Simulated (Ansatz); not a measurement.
Base system: TlBr in the zinc blende structure (space group F-43m, No. 216; a = 7.502 Å; a hypothetical phase, not in the database extracts checked).

(Cell as relaxed with PBE.)

Levels (all Ansatz, a quantum-chemistry and plane-wave program, PAW): PBE (420 eV, no SOC); PBEsol (420 eV, no spin-orbit coupling).

Each level relaxes its own structure.

| base | PBE | PBEsol |
|---|---|---|
| volume per atom | 52.77 Å³ | 48.84 Å³ |
| lattice parameter a | 750.2 pm | 731.1 pm |
| band gap | 2.95 eV | 2.76 eV |

It is then changed as follows: hydrostatic tension (pressure −1 GPa).

| quantity | PBE | PBEsol |
|---|---|---|
| shift of the gap caused by the change | +0.15 eV | ___ |
| valley order (the lowest conduction-band minima on the path, energy above the VBM, named in the base's zone) | X along ⟨100⟩ 3.10 eV; a point along ⟨110⟩, about 0.4 Å⁻¹ from Γ 3.82 eV; a point along ⟨111⟩, about 0.5 Å⁻¹ from Γ 3.84 eV | ___ |
| smallest direct gap | 3.20 eV | ___ |

Q: Predict the PBEsol column.

A: 
- shift of the gap caused by the change, PBEsol: +0.19 eV
- valley order (the lowest conduction-band minima on the path, energy above the VBM, named in the base's zone), PBEsol: X along ⟨100⟩ 2.96 eV; a point along ⟨110⟩, about 0.4 Å⁻¹ from Γ 3.78 eV; a point along ⟨111⟩, about 0.4 Å⁻¹ from Γ 3.84 eV
- smallest direct gap, PBEsol: 3.07 eV

PBE's shift of the gap caused by the change lies 0.04 eV below PBEsol's; both order the valleys alike; PBE's smallest direct gap lies 0.122 eV above PBEsol's. Neither level is exact; PBEsol is the comparison here, not a measurement.

With Tl present, leaving out spin-orbit coupling can change the band edges. Load acts through the strain it causes; cell and atoms are relaxed under it. Whether these cells are dynamically stable was not tested.
